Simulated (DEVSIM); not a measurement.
## In0.49Ga0.51P/GaAs n-p heterojunction

Structure: In0.49Ga0.51P/GaAs n-p heterojunction, at 350 K.

| layer (left to right) | material | thickness (μm) | Nd (cm⁻³) | Na (cm⁻³) | τn (s) | τp (s) |
|---|---|---|---|---|---|---|
| 1 | In0.49Ga0.51P | 0.160 | 2e17 | - | 2.7e-9 | 2.7e-9 |
| 2 | GaAs | 0.100 | - | 8.8e15 | 2.7e-9 | 2.7e-9 |

Left contact: ohmic. Right contact: ohmic. Voltage is applied to the left contact. Recombination: SRH at mid-gap. Mobility is constant in doping.

Constants are typed, rounded textbook-type inputs, not results; the design itself was drawn at random and stands for no fabricated device. Values at 300 K; Nc and Nv go as T^1.5, mobilities as T to minus their exponent, the gap by Varshni's rule with the affinity fixed.

| parameter | In0.49Ga0.51P | GaAs |
|---|---|---|
| gap (eV) | 1.89 | 1.424 |
| affinity (eV) | 4 | 4.07 |
| permittivity | 11.8 | 12.9 |
| Nc (cm⁻³) | 9e17 | 4.7e17 |
| Nv (cm⁻³) | 1.3e19 | 9e18 |
| μn (cm²/Vs) | 1500 | 8500 |
| μp (cm²/Vs) | 80 | 400 |
| T exponent of μn | 1.66 | 2.1 |
| T exponent of μp | 2 | 2.2 |
| Varshni α (eV/K) | 0.0005 | 0.000541 |
| Varshni β (K) | 250 | 204 |

Simulated with DEVSIM: 1D drift-diffusion, Boltzmann statistics, complete ionisation; no tunnelling, impact ionisation, image-force lowering or self-heating. Band offsets follow the typed affinities; no thermionic-emission limit at abrupt steps, no polarisation charge.

| Quantity | Value |
|---|---|
| Potential step across the device at zero bias | 1.203 V |
| Largest field in the device at zero bias | 110000 V/cm |
| Dark forward voltage at 1 A/cm² | 0.674 V |
| Dark forward voltage at 100 A/cm² | 0.826 V |

Dark forward current:

```tsv
V (V)	J (A/cm²)
-0.05	-1.1e-8
-0.10	-4.1e-8
-0.15	-1.4e-7
-0.20	-4.9e-7
-0.25	-1.9e-6
-0.30	-8.4e-6
-0.35	-3.9e-5
-0.40	-0.00018
-0.45	-0.00089
-0.50	-0.0043
-0.55	-0.021
-0.60	-0.100
-0.65	-0.48
-0.70	-2.2
-0.75	-10
-0.80	-47
-0.85	-200
-0.90	-850
-0.95	-3200
```

Dark reverse current:

```tsv
V (V)	J (A/cm²)
0.10	8.8e-9
0.25	1.7e-8
0.50	2.6e-8
0.75	3.4e-8
1.00	4.1e-8
1.50	4.7e-8
2.00	4.9e-8
2.50	5.1e-8
3.25	5.3e-8
```
